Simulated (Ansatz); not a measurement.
For Sr₂O (model structure, started from the Ca2N type, R-3m, No. 166, 3 atoms in the cell), LDA in Ansatz (PAW) gives:

```
Property                   Result
-------------------  ------------
lattice parameter a       3.696 Å
c axis length            19.219 Å
bulk modulus             40.0 GPa
cohesive energy      4.40 eV/atom
```

Task: What does r²SCAN in Ansatz (plane waves, PAW) give for the same quantities?

Result: 
- lattice constant a: 3.829 Å (increases by 3.6 %)
- lattice parameter c: 19.471 Å (grows by 1.3 %)
- bulk modulus: 37.5 GPa (decreases by 6.2 %)
- cohesive energy: 3.92 eV/atom (drops by 0.48 eV/atom)

Changes are worked out from the printed values.

Unless a cell is named, each level is at its own relaxed cell (LDA 25.26, r²SCAN 27.46 Å³/atom).

Caveats: the bulk modulus is −V dP/dV from two relaxed cells at ±2 % in volume (LDA, r²SCAN). Ansatz's density-functional and Hartree–Fock values are scalar-relativistic unless marked +SOC, with PAW data made under PBE.

A model structure was made by putting elements into a prototype or built by hand; it is no filed structure, need not be a known phase, and can be a saddle point held by its symmetry.

Ansatz is a quantum-chemistry and plane-wave program.
